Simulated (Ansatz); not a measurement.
Ag₂S (within 0.1 Å of Cmcm, No. 63, 6 atoms in the cell; start mp-36216; a measured phase of this formula has another space group), treated with PBEsol (plane waves, PAW; Ansatz, an electronic-structure program).

Numerical settings: plane-wave cutoff 520 eV, 10×10×6 k mesh (along the axes of the cell as run), Fermi–Dirac smearing 0.01 eV, no spin polarisation, scalar-relativistic PAW data made under PBE.

Cell (relaxed at this level):

Ag$_{2}$S is modelled in the orthorhombic space group Cmcm (No. 63), Pearson symbol oS12. Lattice parameters: a = 4.653 Å, b = 6.933 Å, c = 7.212 Å, α = β = γ = 90.00°. Ag1 on 4a sees 2 S at 2.393 Å (linear). Ag2 on 4c is coordinated by 2 S at 2.471 Å and 1 S at 2.633 Å (trigonal planar). S on 4c is surrounded by 4 Ag at 2.393–2.471 Å and 1 Ag at 2.633 Å. (Neighbours: up to the widest gap in distance over summed covalent radii, below 1.35, at either atom; cation-cation and far metal-metal contacts left out.)
(The calculation used a cell of 6 atoms; values per cell refer to that cell.)

Q: Give the computed band gap and bulk modulus.

A: 
- band gap = 0.95 eV (on the SCF k mesh)
- bulk modulus = 18.6 GPa

Note: the bulk modulus is −V dP/dV from two relaxed cells at ±2 % in volume.

Spin–orbit coupling is not included.

It cost very roughly 6 core-minutes of CPU time.

A start named mp-… is a Materials Project structure, which need not be a measured phase.
